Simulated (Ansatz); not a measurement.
Start from SnSe$_{2}$ in the CdI2 type structure (space group P-3m1, No. 164; a = 3.8402 Å, c = 6.0066 Å; layered, stacked along the Cartesian z axis). Axes: x lies along a and z along c of the hexagonal cell.

Calculations: PBE-D3(BJ) in Ansatz (plane waves to 420 eV, PAW, no SOC).

Perturbation: every lattice vector is stretched by 1.00 %, atoms relaxed at fixed cell.

### Question
Predict the stress tensor and what it implies for the stiffness.

### Answer
Stress of the strained cell less that of the base (GPa, compression positive):
```
  -1.39    0.00    0.00
   0.00   -1.39    0.00
   0.00    0.00   -0.57
```

Then B = −ΔP/(ΔV/V₀) with ΔV/V₀ = 0.0303 gives secant stiffness values (nonlinear terms included at this strain): B (at held cell shape, above the free-shape value) ≈ 37 GPa.

Stability against distortions was not tested.

Ansatz is a quantum-chemistry and plane-wave program.
